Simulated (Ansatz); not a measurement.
Base system: WC (space group P-6m2, No. 187; relaxed with 0.1 eV smearing).

```
WC
1.0
    2.89911     0.00000     0.00000
   -1.44955     2.51070     0.00000
    0.00000     0.00000     2.82680
W C
1 1
Direct
  0.00000   0.00000   0.00000
  0.33333   0.66667   0.50000
```

Cartesian axes are those of the cell as printed.

Calculations: plane-wave PAW DFT at the PBEsol level (Ansatz, a first-principles code, 420 eV), no spin-orbit coupling.

Before the change:

| Property | Result |
|---|---|
| Pressure | 0.0 GPa |
| Shortest interatomic distance | 4.140 bohr |
| Band gap | zero |

Now apply this change: uniaxial strain ε_zz = +1.00 %, all other strain components held at zero; the atoms relax in the strained cell.

### Question
Predict the new pressure.

### Answer
The pressure (mean of the normal stresses, compression positive) goes from zero to -4.4 GPa.

### Question
What does the calculation give for the energy relative to the base after the change?

### Answer
The energy rises by 3.1 meV/atom.

### Question
What does the calculation give for the shortest interatomic distance after the change?

### Answer
The shortest interatomic distance rises by 0.017 bohr to 4.157 bohr.

### Question
What does the calculation give for the band gap after the change?

### Answer
The band gap is still zero.

No phonon test of stability was made. All final runs are without spin polarisation.
